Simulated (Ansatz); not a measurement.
# Short convergence ladders for HfC (Fm-3m, 2 atoms in the cell)

```yaml
crystal:
  lattice:
    - [0.00000, 2.33160, 2.33160]
    - [2.33160, 0.00000, 2.33160]
    - [2.33160, 2.33160, 0.00000]
  atoms:
    - { symbol: Hf, position: [0.00000, 0.00000, 0.00000] }
    - { symbol: C, position: [0.50000, 0.50000, 0.50000] }
```

Base method: LDA (PW92), default PAW files made with PBE (plane waves; Ansatz, a quantum-chemistry and plane-wave program).

Base settings: basis.ecutwfc = 30.9 Ry; kpoints.mp_grid.grid = 12 12 12; hamiltonian.xc = lda; hamiltonian.pseudopotentials = {kind: paw} (the program's default PAW files); scf.occupations.method = fermi_dirac; scf.occupations.width = 0.0073 Ry.

Core times come from one kind of shared machine, to one figure; runs under 30 s give none.

**Zone-centre phonons against the cutoff**

In this ladder: phonons.method = dfpt.

The mesh stays at the base's, so the ladder's end is converged at best in this setting alone.

Frequencies are those of the unrelaxed cell, without the LO-TO term of polar crystals.

Only quantities that move along the ladder and can be compared are tabulated.

| basis.ecutwfc | highest zone-centre frequency (cm⁻¹) |
|---|---|
| 15.4 Ry | 420.6 |
| 18.4 Ry | 388.5 |
| 21.7 Ry | 404.0 |
| 26.1 Ry | 401.1 |
| 30.9 Ry | 404.0 |
| 37.1 Ry | 403.3 |
| 46.3 Ry | 403.3 |

Coarsest basis.ecutwfc that holds the highest zone-centre frequency within 2 cm⁻¹ of the last step, with all finer ones: 30.9 Ry; the step before is off by 2.2 cm⁻¹.

**The q mesh of the phonons**

In this ladder: phonons.method = dfpt.

Only quantities that move along the ladder and can be compared are tabulated.

Thermal sums run over frequencies interpolated from this q mesh.

| phonons.qmesh | zero-point energy (meV/atom) | vibrational free energy at 300 K (meV/atom) | core time / last (rough) |
|---|---|---|---|
| 1 1 1 | 45.05 | -2.23 | – |
| 2 2 2 | 62.52 | 31.99 | 0.1 |
| 3 3 3 | 63.13 | 32.11 | 0.3 |
| 4 4 4 | 63.46 | 32.77 | 1 |

Coarsest phonons.qmesh that holds the zero-point energy within 0.5 meV/atom: not settled: the last two steps still differ by 0.33 meV/atom, over half the tolerance, so the ladder does not show it.

Coarsest phonons.qmesh that holds the vibrational free energy at 300 K within 2 meV/atom of the last step, with all finer ones: 2 2 2, at about 0.1 of the last step's time; the step before is off by 35 meV/atom.

On the base run: the starting cell has typed, rounded lattice constants, without a prior relaxation at this level. Its lattice was rescaled by up to half a per cent. In the base run, with a pressure of about -14 GPa the cell is away from its equilibrium volume at this level.

Left out of this page: 1 run of the series stopped by limits of time or memory.

Keys are those of Ansatz 0.2.
